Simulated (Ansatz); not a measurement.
Base system: Ag in the hcp (Mg type) structure (space group P6_3/mmc, No. 194; a = 2.860 Å, c = 4.712 Å; relaxed with 0.1 eV smearing). Axes: x lies along a and z along c of the hexagonal cell.

Method: PBEsol, PAW, 420 eV (Ansatz, a program for electronic structure; no SOC), earlier PAW set.

Before the change:

```
Property                           Result
-----------------------------  ----------
Shortest interatomic distance  5.405 bohr
```

One thing is altered: uniaxial strain ε_yy = −3.03 %, all other strain components held at zero, atoms relaxed at fixed cell.

Task: What happens to the energy relative to the base, stress and shortest interatomic distance?

Result: The energy increases by 8.7 meV/atom; the stress (xx, yy, zz, yz, xz, xy; compression positive) amounts to (3.8, 5.9, 2.6, 0.0, 0.0, 0.0) GPa; the shortest interatomic distance drops by 0.122 bohr (5.405 bohr → 5.283 bohr).

Stability against distortions was not tested. This is not the structure that Ag has at room temperature and ambient pressure.
